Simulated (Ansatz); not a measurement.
These are PBE (plane waves to 420 eV, PAW; Ansatz, a first-principles code) values and carry that method's errors.

Electrostatic potential energy of an electron, averaged over planes parallel to the surface, in eV from the Fermi level, for a constructed model of the (111) surface of fcc Pt, a layer of Rh in place of the second plane (bottom of the slab: a bare face, its two planes held):

| z (Å) | V (eV) |
|---|---|
| 3.79 | 5.69 |
| 4.08 | 5.69 |
| 4.37 | 5.69 |
| 4.67 | 5.69 |
| 4.96 | 5.68 |
| 5.25 | 5.67 |
| 5.54 | 5.65 |
| 5.83 | 5.61 |
| 6.12 | 5.50 |
| 6.42 | 5.26 |
| 6.71 | 4.69 |
| 7.00 | 3.38 |
| 7.29 | 0.15 |
| 7.58 | -8.01 |
| 7.87 | -17.77 |
| 8.17 | -23.13 |
| 8.46 | -21.13 |
| 8.75 | -13.00 |
| 9.04 | -3.66 |
| 9.33 | 0.13 |
| 9.62 | -1.92 |
| 9.92 | -10.19 |
| 10.21 | -19.33 |
| 10.50 | -23.55 |
| 10.79 | -20.53 |
| 11.08 | -11.96 |
| 11.37 | -3.06 |
| 11.67 | -0.12 |
| 11.96 | -2.97 |
| 12.25 | -11.82 |
| 12.54 | -20.46 |
| 12.83 | -23.59 |
| 13.12 | -19.54 |
| 13.42 | -10.48 |
| 13.71 | -2.20 |
| 14.00 | -0.19 |
| 14.29 | -3.97 |
| 14.58 | -13.26 |
| 14.87 | -21.34 |
| 15.17 | -23.49 |
| 15.46 | -18.64 |
| 15.75 | -9.32 |
| 16.04 | -1.89 |
| 16.33 | -1.23 |
| 16.62 | -7.57 |
| 16.92 | -17.47 |
| 17.21 | -23.32 |
| 17.50 | -21.51 |
| 17.79 | -13.06 |
| 18.08 | -3.63 |
| 18.37 | -0.15 |
| 18.67 | -2.88 |
| 18.96 | -11.74 |
| 19.25 | -20.38 |
| 19.54 | -23.37 |
| 19.83 | -19.00 |
| 20.12 | -9.59 |
| 20.42 | -0.82 |
| 20.71 | 2.90 |
| 21.00 | 4.38 |
| 21.29 | 5.01 |
| 21.58 | 5.28 |
| 21.87 | 5.40 |
| 22.17 | 5.45 |
| 22.46 | 5.48 |
| 22.75 | 5.49 |
| 23.04 | 5.49 |
| 23.33 | 5.49 |
| 23.62 | 5.50 |
| 23.92 | 5.50 |

Slab: 6 atoms, 11.5 Å thick at the start; k 15x15x1, smearing 0.1 eV, dipole-corrected; 2 atoms held, the rest relaxed; start symmetry kept, larger cells not searched; no spin, no spin-orbit, no U. In PBE it lies 0.02 eV a 1x1 cell over the lowest computed structure of the same composition (a layer of Rh in place of the third plane).

The vacuum level lies 5.50 eV above the Fermi level over the top face and 5.69 eV above it under the bottom face.
